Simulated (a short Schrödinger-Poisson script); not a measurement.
System: MOS inversion layer, Al2O3 on p-type Si(100), at 400 K.

From the gate side: 4.5 nm Al2O3; 1600 nm Si, acceptors 7.6e16 cm⁻³.

The device is made up for the run: typed textbook-type constants, with dimensions and the other settings drawn at random. Al2O3: permittivity 9, conduction-band edge (eV) 2.7, gap (eV) 6.8, electron mass (mₑ) 0.3. Si: permittivity 11.7, conduction-band edge (eV) 0, gap (eV) 1.124, Nv at 300 K (cm⁻³) 3.1e19.

Channel valleys (confinement mass, in-plane density-of-states mass, number): Δ2 0.916, 0.19, 2; Δ4 0.19, 0.417, 4. At the gate the conduction-band edge of layer 1 lies 3.19 eV − eVg above the Fermi level of the channel; the field vanishes at the back. Gaps are held at their typed values at every temperature. Mesh 0.03 nm at interfaces.

Solved with a short Schrödinger-Poisson script written for these runs: 1D Poisson equation in equilibrium, electrons quantum, Hartree (BenDaniel-Duke, 12 states a valley, the channel's in-plane mass for all, wave functions ending at the dielectric), parabolic valleys, classical holes, full ionisation, no traps, pinning or gate leakage.

| Vg (V) | electrons (cm⁻²) | C (μF/cm²) | Δ2 E0 (meV from the Fermi level) | Δ4 E0 (meV from the Fermi level) |
|---|---|---|---|---|
| 0.3 | 3.77e9 | 0.111 | 302.3 | 330.8 |
| 0.4 | 4.52e10 | 0.243 | 214.2 | 244.6 |
| 0.5 | 2.83e11 | 0.654 | 147.2 | 181.3 |
| 0.6 | 7.78e11 | 0.953 | 107.1 | 147.0 |
| 0.7 | 1.42e12 | 1.11 | 81.1 | 127.2 |
| 0.8 | 2.14e12 | 1.20 | 62.2 | 114.2 |
| 0.9 | 2.91e12 | 1.27 | 47.2 | 104.9 |
| 1 | 3.71e12 | 1.31 | 34.8 | 97.8 |
| 1.1 | 4.54e12 | 1.35 | 24.1 | 92.1 |
| 1.2 | 5.39e12 | 1.37 | 14.7 | 87.3 |
| 1.3 | 6.25e12 | 1.39 | 6.2 | 83.3 |
| 1.4 | 7.13e12 | 1.41 | -1.6 | 79.8 |
| 1.5 | 8.01e12 | 1.43 | -8.9 | 76.6 |
| 1.6 | 8.91e12 | 1.44 | -15.7 | 73.8 |
| 1.7 | 9.81e12 | 1.45 | -22.1 | 71.2 |
| 1.8 | 1.07e13 | 1.46 | -28.2 | 68.8 |
| 1.9 | 1.16e13 | 1.47 | -34.1 | 66.6 |
| 2 | 1.25e13 | 1.47 | -39.8 | 64.5 |

Gate voltages with under 1e9 electrons/cm² are left out.

At Vg = 2 V the lowest Δ2 subband lies at -39.8 meV from the Fermi level. How many electrons does it hold, and what share of all?

The two-dimensional density of states is g m/(πħ²) = 1.59e11 cm⁻² meV⁻¹ (both spins), kT = 34.5 meV, so n = D kT ln(1 + exp(−E/kT)) = 7.82e12 cm⁻², 0.62 of the 1.25e13 cm⁻² in all.

Compare the slope of the sheet density between 1.8 and 2 V with the geometric capacitance of the layers between gate and channel.

q Δn/ΔV = 1.44 μF/cm²; ε0/Σ(t/ε) = 1.77 μF/cm². The ratio is 0.81: the channel acts as a further capacitance in series.
